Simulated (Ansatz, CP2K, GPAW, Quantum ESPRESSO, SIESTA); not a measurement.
# One structure in several programs: CuAgO2 (C2/m, 4 atoms in the cell)

Self-consistent single point, at a second geometry (lattice scaled by 0.98). First geometry:

```yaml
crystal:
  lattice:
    - [3.21278, -1.38405, 0.00000]
    - [3.21278, 1.38405, 0.00000]
    - [-2.32104, 0.00000, 5.41639]
  atoms:
    - { symbol: Cu, position: [0.50000, 0.50000, 0.50000] }
    - { symbol: Ag, position: [0.00000, 0.00000, 0.00000] }
    - { symbol: O, position: [0.87545, 0.87545, 0.28377] }
    - { symbol: O, position: [0.12455, 0.12455, 0.71623] }
```

Shared settings, as Ansatz (a quantum-chemistry and plane-wave program) writes them: kpoints.mp_grid.grid = 10 10 5; scf.occupations.method = fermi_dirac; scf.occupations.width = 0.1 eV. Potentials and cutoffs stand in the table.

```csv
code,model,ΔF from the first geometry (meV/atom),pressure (GPa),largest force (eV/Å),cutoff
Quantum ESPRESSO,"LDA (PZ), GBRV 1.5 ultrasoft (LDA) pseudopotentials",9.8,7.26,0.855,50 Ry
SIESTA,"LDA PW92, numerical atomic orbitals TZP, PseudoDojo LDA standard norm-conserving potentials (rewritten from UPF to PSML)",-3.3,5.17,1.218,grid 400 Ry
GPAW,"LDA (Perdew-Wang 92), GPAW PAW datasets LDA (gpaw-data 1.0.1)",11.9,–,1.138,900 eV
CP2K,"LDA (Pade form), GPW, DZVP-MOLOPT-SR-GTH basis, GTH-PADE potentials (GTH_POTENTIALS)",21.3,10.71,1.144,grid 600 Ry
Ansatz,"LDA (PW92), PAW files made with PBE",3.4,5.70,0.762,420 eV
```

A dash marks a value that a program does not give, or that is left out as unsure.

No clean gap comes from Quantum ESPRESSO, SIESTA, GPAW, CP2K and Ansatz: levels at the Fermi energy touch, overlap or are partly filled at this smearing.

On Ansatz's run: spin polarisation is off, so a magnetic state, if there is one, cannot be reached.

The spread over the programs that give each value: ΔF from the first geometry within 24.6 meV/atom; pressure within 5.54 GPa; largest force within 0.456 eV/Å.

SIESTA and CP2K use small atom-centred bases, whose incompleteness enters pressures, forces and empty levels differently from a plane-wave cutoff. Ansatz's pressure is given at a fixed set of plane waves, as the other plane-wave codes print theirs; with its correction for the finite basis it is 6.22 GPa (the shift of 0.52 GPa shows how far the cutoff is from converged). The pressure of GPAW is left out: its cutoff lies under the one at which its stress was checked. The same LDA comes in different parametrisations, which differ slightly. In the pressure, SIESTA (by 1.30) and CP2K (by 4.23) lie more than 1 GPa from the median of the plane-wave programs.

The starting cell comes from a database of computed structures (which also holds hypothetical and non-ambient phases and stackings), without a prior relaxation at this level. Its lattice was rescaled by a random factor within 2.5 % of one. For this run, on top of that: lattice scaled by 0.98.

Keys are those of Ansatz 0.2.
